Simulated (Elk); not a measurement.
Elk 10.2.4, DFT, PBE, all-electron FP-LAPW, Elk's shipped species files: fcc Cu, atoms displaced, 4 atoms. Basis and mesh were picked for this test and aren't claimed converged.

| Item | Result |
|---|---|
| cell | 3.62, 3.62, 3.62 Å; 90, 90, 90° |
| distance to the nearest atom | 2.51 to 2.53 Å |
| task | ground state |
| xctype | 20 |
| swidth | 0.004 Hartree |
| k mesh (ngridk) | 6×6×6 |
| maxscl | 100 |
| broydpm | [0.4, 0.15] (default) |
| rgkmax | 7 (default) |
| empty states an atom (nempty) | 4 (default) |
| epspot (Hartree) | 1e-06 (default) |
| epsengy (Hartree) | 0.0001 (default) |
| k-points after symmetry | 216 |
| largest matrix size | 220 |
| valence states | 50 |

It runs on a single node (AMD EPYC (Zen 5), 96 cores on 1 socket, no SMT, 12 L3 cache groups; 94 cores' worth of CPU time may be used).

Wall times, medians of two to five repeats, each run alone on the node (launch to exit). Unless noted, each process is bound to its own block of adjacent cores. The times hold for this build (conda-forge: no MPI, OpenMP (GNU), OpenBLAS with its own threads, FFTW). Scratch files lie in a memory file system.

All on 32 threads, 1 BLAS thread. Base settings, kept where nothing else is said: mixsdb = 5 (default), mixtype = 3 (default) (beta0 not set). The candidates, on 32 cores each, agree within 2.0 meV/atom in energy:
A. mixsdb = 10
B. the base settings
C. mixsdb = not set, mixtype = 1, beta0 = 0.1
D. mixsdb = 3
E. mixsdb = not set, mixtype = 0, beta0 = 0.2
F. mixsdb = not set, mixtype = 1, beta0 = 0.05 (default)

Question: Which of these settings finishes first?

Answer: B and A, at 11 s, level within 8 % or the scatter of repeats. At the other end E takes 2.9× as long.

```json
[
 {"candidate": "B", "wall time": "11 s", "repeats": "2 runs within 1 %", "self-consistent loops": "20"},
 {"candidate": "A", "wall time": "11 s", "repeats": "2 runs within 2 %", "self-consistent loops": "21"},
 {"candidate": "D", "wall time": "13 s", "repeats": "2 runs within 2 %", "self-consistent loops": "24"},
 {"candidate": "C", "wall time": "16 s", "repeats": "2 runs within 3 %", "self-consistent loops": "29"},
 {"candidate": "F", "wall time": "18 s", "repeats": "2 runs within 1 %", "self-consistent loops": "33"},
 {"candidate": "E", "wall time": "31 s", "repeats": "2 runs within 1 %", "self-consistent loops": "58"}
]
```

From the slowest to the fastest: The count of self-consistent loops goes from 58 to 20.
